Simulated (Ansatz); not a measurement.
# AlP under load (space group I-4m2): band-edge transport data

Data:

```
CELL_PARAMETERS angstrom
      0.00000     2.69377     2.77718
      2.69377     0.00000     2.77718
      2.69377     2.69377     0.00000
ATOMIC_POSITIONS crystal
  Al 0.00000 0.00000 0.00000
  P  0.75000 0.75000 0.75000
```

Computed with PBEsol with spin-orbit coupling, rigid bands (plane waves, PAW; Ansatz, a quantum-chemistry and plane-wave program). Condition of this run: biaxial stress xx = yy = 2 GPa (compression positive) (the target of the relaxation). Geometry: cell and atoms relaxed with PBEsol, then loaded as said.

```
Property                                                                                                                                                           Value
---------------------------------------------------------------------------------------------------------------------------------------  -------------------------------
band gap                                                                                                                                                         1.30 eV
electron conductivity mass (300 K, dilute)                                                                                               0.39 (x), 0.39 (y), 0.27 (z) mₑ
hole conductivity mass (300 K, dilute)                                                                                                   0.51 (x), 0.51 (y), 0.70 (z) mₑ
effective density of states N_c (300 K)                                                                                                                      1.1e19 cm⁻³
effective density of states N_v (300 K)                                                                                                                      3.0e19 cm⁻³
density-of-states mass, electrons                                                                                                                                0.59 mₑ
density-of-states mass, holes                                                                                                                                    1.12 mₑ
Seebeck coefficient, n-type 1e19 cm⁻³, 300 K                                                                                                                   -231 μV/K
best n-type power factor at 300 K for τ = 10 fs (best axis; densities from 1e16 to 1e21 cm⁻³ tried, whether or not they can be reached)      6.7 μW/(cm·K²) at 3e19 cm⁻³
Seebeck coefficient, p-type 1e19 cm⁻³, 300 K                                                                                                                    353 μV/K
```

Rigid bands; masses and Seebeck coefficients take one relaxation time τ for all states and one kind of carrier; polarons and phonon drag are left out.
